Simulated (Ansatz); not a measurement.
**A constructed model of the (0001) surface of hcp Ru, (√3x√3)R30° surface alloy, Mn on one Ru site of the top plane (bottom of the slab: a bare face, its two planes held)**

Calculation: PBE (plane waves to 420 eV, PAW; Ansatz, an electronic-structure program).

Model: 18-atom slab, 10.7 Å thick at the start with caps and adatoms (thin: gaps and levels are the slab's own), 9x9x1 mesh, Fermi-Dirac 0.1 eV, dipole correction, 6 atoms held, the rest relaxed; start symmetry kept, larger cells not searched; spin-polarised, ending with about 2.8 μB a cell; orders that need a larger cell were not tried, no spin-orbit, no U. It is one candidate, not shown to be the stable structure of the face.

```
Quantity                                       Result
-----------------------------  ----------------------
work function of the top face                 4.78 eV
energy released by relaxation                0.056 eV
magnetic moment of the cell                   2.77 μB
cost                           roughly 9 core-minutes
```
